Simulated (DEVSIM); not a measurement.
Model (solved in DEVSIM): 1D drift-diffusion, Boltzmann statistics, complete ionisation; no tunnelling, impact ionisation, image-force lowering or self-heating.

System: GaSb n-i-p diode, at 300 K.

```tsv
layer (left to right)	material	thickness (μm)	Nd (cm⁻³)	Na (cm⁻³)	τn (s)	τp (s)
1	GaSb	0.480	1e17	-	9.7e-9	9.7e-9
2	GaSb	14.0	-	1.3e13	9.7e-9	9.7e-9
3	GaSb	0.490	-	3.3e17	9.7e-9	9.7e-9
```

Left contact: ohmic. Right contact: ohmic. Voltage is applied to the left contact. Recombination: SRH at mid-gap, radiative, Auger. Mobility is μmin + (μ − μmin)/(1 + (N/Nref)^α).

Constants are typed, rounded textbook-type inputs, not results; the design itself was drawn at random and stands for no fabricated device. Values at 300 K.

| parameter | GaSb |
|---|---|
| gap (eV) | 0.726 |
| affinity (eV) | 4.06 |
| permittivity | 15.7 |
| Nc (cm⁻³) | 2.1e17 |
| Nv (cm⁻³) | 1.8e19 |
| μn (cm²/Vs) | 5000 |
| μp (cm²/Vs) | 850 |
| μn,min | 1000 |
| μp,min | 190 |
| Nref,n | 2.8e17 |
| Nref,p | 9e17 |
| αn | 1.05 |
| αp | 0.65 |
| B (cm³/s) | 1e-10 |
| Cn (cm⁶/s) | 5e-30 |
| Cp (cm⁶/s) | 5e-30 |

One input was changed, with this effect: dark forward voltage at 1 A/cm² 0.243 → 0.249 V; dark forward voltage at 100 A/cm² 0.467 → 0.452 V; potential step across the device at zero bias little changed (0.603 V).

Q: Which change was it?
A. minority lifetime in layer 3 9.7e-09 → 2.9e-10 s
B. constant mobility in place of the doping-dependent one
C. Auger recombination switched off
D. doping Na of layer 3 3.3e+17 → 3.3e+18 cm^-3
E. thickness of layer 2 14 → 8.4 μm

A: E, thickness of layer 2 14 → 8.4 μm
